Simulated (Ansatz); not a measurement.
The parent structure is SrTiO3 in the cubic perovskite structure (space group Pm-3m, No. 221; a = 3.891 Å). Axes: x, y, z lie along the cube axes.

It is then changed as follows: the cell is stretched by 3.00 % along z with no lateral relaxation, atoms relaxed at fixed cell.

Method: PBEsol (Ansatz, a quantum-chemistry and plane-wave program; PAW; 420 eV plane waves; no spin-orbit coupling).

Question: Give the band edges at the high-symmetry points of the new zone, measured from its valence-band maximum.

Answer: 
```json
[
 {"point": "Γ", "valence edge (eV)": "-0.40", "conduction edge (eV)": "1.74"},
 {"point": "X", "valence edge (eV)": "-0.78", "conduction edge (eV)": "1.92"},
 {"point": "M", "valence edge (eV)": "-0.07", "conduction edge (eV)": "3.76"},
 {"point": "Z", "valence edge (eV)": "-0.75", "conduction edge (eV)": "1.93"},
 {"point": "R", "valence edge (eV)": "-0.18", "conduction edge (eV)": "3.50"},
 {"point": "A", "valence edge (eV)": "0.00", "conduction edge (eV)": "4.29"}
]
```

The gap is 1.74 eV, indirect, A → Γ.

The cells carry an imposed strain or load. Stability against distortions was not tested. All final runs are without spin polarisation. Many cubic perovskites are stable only at high temperature; tilts and polar distortions were not tested. k-point labels follow each cell's own Brillouin zone.
